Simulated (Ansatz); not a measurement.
Consider the following.

```
ZnO
1.0
    3.20039     0.00000     0.00000
   -1.60020     2.77162     0.00000
    0.00000     0.00000     5.26216
Zn O
2 2
Direct
  0.66667   0.33333   0.50307
  0.33333   0.66667   0.00307
  0.66667   0.33333   0.87724
  0.33333   0.66667   0.37724
```

Method: PBEsol with spin-orbit coupling, rigid bands (plane waves, PAW; Ansatz, a quantum-chemistry and plane-wave program). Condition of this run: biaxial stress xx = yy = 2 GPa (compression positive) (the target of the relaxation). How the cell was made: cell and atoms relaxed with PBEsol, then loaded as said.

What conductivity effective mass do dilute holes have at 300 K?

1.86 (x), 1.86 (y), 2.7 (z) mₑ.

Predict the electron conductivity mass (n e² τ/σ) at 300 K, by direction if it differs.

0.153 mₑ.

And the band gap?

0.67 eV at this level; semilocal functionals usually fall short of the measured gap.

Rigid bands, one relaxation time for all states, no polarons.
